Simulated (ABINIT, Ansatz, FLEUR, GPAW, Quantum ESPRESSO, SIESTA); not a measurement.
# NbRu3 (P6_3/mmc, 8 atoms in the cell) computed with different codes at matched settings

Self-consistent single point.

```xyz
8
Lattice="5.5604 0.0000 0.0000 -2.7802 4.8155 0.0000 0.0000 0.0000 4.3811" Properties=species:S:1:pos:R:3 pbc="T T T"
Nb     0.0000     3.2103     3.2858
Nb     2.7802     1.6052     1.0953
Ru     0.0000     1.5865     1.0953
Ru     2.7802     3.2290     3.2858
Ru     4.1865     0.7932     3.2858
Ru    -1.4063     4.0223     1.0953
Ru     1.4063     4.0223     1.0953
Ru     1.3739     0.7932     3.2858
```

Shared settings, as Ansatz (a program for electronic structure) writes them: kpoints.mp_grid.grid = 4 4 5; scf.occupations.method = fermi_dirac; scf.occupations.width = 0.0073 Ry. Potentials and cutoffs stand in the table.

```tsv
code	model	pressure (GPa)	largest force (eV/Å)	cutoff
Quantum ESPRESSO	LDA (PZ), GBRV 1.5 ultrasoft (LDA) pseudopotentials	-12.20	0.140	40 Ry
FLEUR	LDA (Perdew-Zunger), all-electron FLAPW (FLEUR), scalar-relativistic valence	–	0.143	Kmax 4.2 1/bohr
Ansatz	LDA (PW92), PAW files made with PBE	-12.23	0.140	default
SIESTA	LDA PW92, numerical atomic orbitals DZP, PseudoDojo LDA standard norm-conserving potentials (rewritten from UPF to PSML)	-12.31	0.154	grid 300 Ry
ABINIT	LDA (PW92), norm-conserving pseudopotentials (PseudoDojo nc-sr-04 LDA standard)	-11.66	0.143	1197 eV
GPAW	LDA (Perdew-Wang 92), GPAW PAW datasets LDA (gpaw-data 1.0.1)	-13.41	0.135	600 eV
```

A dash marks a value that a program does not give, or that is left out as unsure.

On Ansatz's run: spin polarisation is off.

The spread over the programs that give each value: pressure within 1.75 GPa; largest force within 0.019 eV/Å.

SIESTA uses small atom-centred bases, whose incompleteness enters pressures, forces and empty levels differently from a plane-wave cutoff. FLEUR treats all electrons, but the usual bases taken here (sphere radii, linearisation, local orbitals, empty states) were not tested for convergence, so the values are no reference for the others. Ansatz's pressure is given at a fixed set of plane waves, as the other plane-wave codes print theirs; with its correction for the finite basis it is -12.04 GPa. The same LDA comes in different parametrisations, which differ slightly. In the pressure, GPAW (by 1.19) lies more than 1 GPa from the median of the plane-wave programs.

The starting cell comes from a database of computed structures (which also holds hypothetical and non-ambient phases and stackings), without a prior relaxation at this level.

Left out of this page: Elk (not drawn, or without a comparable value).

Keys are those of Ansatz 0.2.
